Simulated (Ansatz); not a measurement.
Worked example: zone-centre phonon calculation of BaLi2Mg2Si2 (R-3m, 7 atoms in the cell) in Ansatz (a first-principles code).

Method: LDA (PW92), default PAW files made with PBE (plane waves; Ansatz).

```
BaLi2(MgSi)2
1.0
    2.28348     1.31837     8.69511
   -2.28348     1.31837     8.69511
    0.00000    -2.63673     8.69511
Ba Li Mg Si
1 2 2 2
Direct
  0.00000   0.00000   0.00000
  0.57044   0.57044   0.57044
  0.42956   0.42956   0.42956
  0.86433   0.86433   0.86433
  0.13567   0.13567   0.13567
  0.75790   0.75790   0.75790
  0.24210   0.24210   0.24210
```

Reference input (self-consistent single point, DFT, LDA (PW92), plane waves, default PAW files made with PBE): basis.ecutwfc = 420 eV; kpoints.mp_grid.grid = 8 8 8; hamiltonian.xc = lda; hamiltonian.pseudopotentials = {kind: paw} (the program's default PAW files); scf.occupations.method = fermi_dirac; scf.occupations.width = 0.1 eV. This run's input differs from it in these lines:

Ansatz 0.2 input:
```diff
@@ -14,3 +14,3 @@
 basis:
-  ecutwfc: 420.0
+  ecutwfc: 210.0
 kpoints:
@@ -26,6 +26,4 @@
     width: 0.1
-output:
-  forces: true
-  eigenvalues: true
-  stress: true
+phonons:
+  method: dfpt
```

The program printed (abridged):

```
SCF iter   1: F=—  HF=-11202.710972 eV  |F-HF|=—  |Δ(HF+E_count)|=         —  Δρ=1.39e-2  dr2=1.01e-1  ethr=1.77e-3  ⟨swp⟩=7.1  Hψ=22162  notcnv=0
all-band conjugate gradients solve this SCF's bands
preconditioner: auto → Kerker (q_TF=auto, 2.207 Å⁻¹)
SCF iter   2: F=—  HF=-11202.578039 eV  |F-HF|=—  |Δ(HF+E_count)|=   1.33e-1  Δρ=5.55e-3  dr2=2.89e-2  ethr=2.30e-4  ⟨swp⟩=2.0  Hψ=9555  notcnv=0
   [... lines left out ...]
SCF iter   8: F=—  HF=-11202.558177 eV  |F-HF|=—  |Δ(HF+E_count)|=   2.43e-8  Δρ=1.03e-6  dr2=8.48e-9  ethr=4.20e-10  ⟨swp⟩=1.9  Hψ=4631  notcnv=0
SCF iter   9: F=—  HF=-11202.558177 eV  |F-HF|=—  |Δ(HF+E_count)|=  7.40e-10  Δρ=2.75e-7  dr2=4.95e-10  ethr=1.93e-11  ⟨swp⟩=2.0  Hψ=4737  notcnv=0
SCF iter  10: F=—  HF=-11202.558177 eV  |F-HF|=—  |Δ(HF+E_count)|=  5.46e-11  Δρ=8.83e-8  dr2=3.10e-11  ethr=1.12e-12  ⟨swp⟩=2.0  Hψ=5129  notcnv=0
SCF iter  11: F=-11202.558177 eV  HF=-11202.558177 eV  |F-HF|=3.64e-12  |Δ(HF+E_count)|=  9.09e-12  Δρ=2.26e-8  dr2=1.21e-12  ethr=1.00e-12  ⟨swp⟩=5.1  Hψ=14382  notcnv=0
SCF 1 converged in 11 iterations: F = -11202.558177 eV  dr2 = 1.21e-12
DFPT response loops at Γ: preconditioner auto → Kerker (q_TF=auto, 2.207 Å⁻¹) (partly filled bands, converged f_vac=0.000) …
Free energy (F): -11202.558177 eV
Internal energy: -11202.519327 eV  (E = F + TS)
E sigma→0 (E₀):  -11202.538752 eV
Entropy (-TS):   -0.038850 eV (-5.550 meV/atom)
Fermi energy:    5.763027 eV
--- Phonons (Γ-DFPT): 8 representative perturbations + reference, on 150 of 512 k-points (Σ response iterations 29) ---
   [... lines left out ...]
  ASR residual per site (eV/Å²): 2.10e-5 1.25e-5 1.25e-5 1.24e-5 1.24e-5 7.82e-6 7.82e-6
  Γ frequencies (cm⁻¹): 0.00 0.00 0.00 74.21 74.21 119.52 119.52 123.88 205.84 210.16 213.93 213.93 221.61 237.27 237.27 246.80 264.66 363.18 363.18 366.10 366.10
  non-analytic LO–TO correction: not included (Born effective charges unavailable; polar crystals: no LO–TO splitting at Γ)
```

The run converged in 11 iterations. 

Summary of the result:
```
Item                                                                                                                                               Result
--------------------------------------------------------  -----------------------------------------------------------------------------------------------
Free energy E − TS (on the zero of these files)                                                                                            -11202.5582 eV
Fermi level (on the code's own zero)                                                                                                              5.76 eV
Zone-centre frequencies (cm⁻¹; negative means imaginary)  0, 0, 0, 74, 74, 120, 120, 124, 206, 210, 214, 214, 222, 237, 237, 247, 265, 363, 363, 366, 366
```

The starting cell comes from a database of computed structures (which also holds hypothetical and non-ambient phases and stackings), without a prior relaxation at this level. Its lattice was rescaled by up to half a per cent. The cutoff lies below the one recommended for these files.

Cost on one core of a shared machine: roughly 7 min.
